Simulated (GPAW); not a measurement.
A self-consistent single point of Ca3Mg (I4/mmm, 4 atoms in the cell) with GPAW.

Method of the run: LDA (Perdew-Wang 92), GPAW PAW datasets LDA (gpaw-data 1.0.1) (plane waves; GPAW).

```
CELL_PARAMETERS angstrom
     -2.69950     2.69950     5.41182
      2.69950    -2.69950     5.41182
      2.69950     2.69950    -5.41182
ATOMIC_POSITIONS crystal
  Ca 0.50000 0.50000 0.00000
  Ca 0.25000 0.75000 0.50000
  Ca 0.75000 0.25000 0.50000
  Mg 0.00000 0.00000 0.00000
```

Reference input (self-consistent single point, DFT LDA (Perdew-Wang 92), plane waves, GPAW PAW datasets LDA (gpaw-data 1.0.1)): mode = pw; ecut = 850 eV; xc = LDA; kpts = 7 7 7; mesh shift (steps) = 0 0 0; occupations.name = fermi-dirac; occupations.width = 0.05 eV; nbands = -10; convergence.forces = 0.001 eV/Å; symmetry.symmorphic = false; symmetry.tolerance = 0.0005; maxiter = 150. This run's input differs from it in these lines:

```diff
@@ -16,3 +16,3 @@
             xc='LDA',
-            kpts=(7, 7, 7),
+            kpts={'size': (6, 6, 6), 'gamma': True},
             occupations=FermiDirac(0.05),
```

Log, with long lists cut:

```
     iter     time        total  log10-change:
                         energy   eigst   dens  force
iter:   1 --:--:--    -8.280406
iter:   2 --:--:--    -8.651238   -0.65  -1.55
iter:   3 --:--:--    -8.686626   -1.32  -1.61
iter:   4 --:--:--    -8.696457   -1.81  -1.65
iter:   5 --:--:--    -8.707634   -2.41  -2.27
iter:   6 --:--:--    -8.691103c  -3.05  -2.37
iter:   7 --:--:--    -8.691099c  -3.76  -2.79
iter:   8 --:--:--    -8.690890c  -4.10  -2.82
iter:   9 --:--:--    -8.690366c  -4.50  -3.06
iter:  10 --:--:--    -8.690378c  -5.23  -3.39
iter:  11 --:--:--    -8.690366c  -5.56  -3.41
iter:  12 --:--:--    -8.690360c  -6.21  -3.64
iter:  13 --:--:--    -8.690359c  -6.15  -3.67
iter:  14 --:--:--    -8.690363c  -6.73  -3.98
iter:  15 --:--:--    -8.690364c  -7.17  -4.43c
iter:  16 --:--:--    -8.690363c  -7.99c -4.55c
iter:  17 --:--:--    -8.690362c  -8.38c -4.64c -17.61c
Converged after 17 iterations.

Dipole moment: (-0.000000, 0.000000, -0.000000) |e|*Ang

Energy contributions relative to reference atoms: (reference = -60826.468580)

Kinetic:         -9.316467
Potential:      +15.464875
External:        +0.000000
XC:             -13.242858
Entropy (-ST):   -0.036507
Local:           -1.577659
SIC:             +0.000000
--------------------------
Free energy:     -8.708616
Extrapolated:    -8.690362

Showing only first 2 kpts
 Kpt  Band  Eigenvalues  Occupancy
  0    18      2.78271    1.29773
  0    19      3.19981    0.00088
  0    20      3.19981    0.00088
  0    21      3.61654    0.00000

  1    18      2.68198    1.86535
  1    19      2.78940    1.23560
  1    20      2.84791    0.66807
  1    21      3.33652    0.00006

Fermi level: 2.81341

No gap
No difference between direct/indirect transitions
Energy (eV): -8.690362

Forces in eV/Ang:
  0 Ca    0.00000    0.00000   -0.00000
  1 Ca    0.00000    0.00000    0.00000
  2 Ca    0.00000    0.00000    0.00000
  3 Mg    0.00000    0.00000   -0.00000

Stress tensor:
     0.016989     0.000000     0.000000
     0.000000     0.016989     0.000000
     0.000000     0.000000     0.017741
Stress (GPa, Voigt): [2.7219 2.7219 2.8424 0.     0.     0.    ]
```

The run converged in 17 iterations. GPAW prints stress with tension positive. Against the reference run the free energy falls by 2.0 meV/atom and the pressure stays at -2.76 GPa.

The starting cell comes from a database of computed structures (which also holds hypothetical and non-ambient phases and stackings), without a prior relaxation at this level. Its lattice was rescaled by a random factor within 2.5 % of one.

Cost on one core of a shared machine: roughly 3 min.
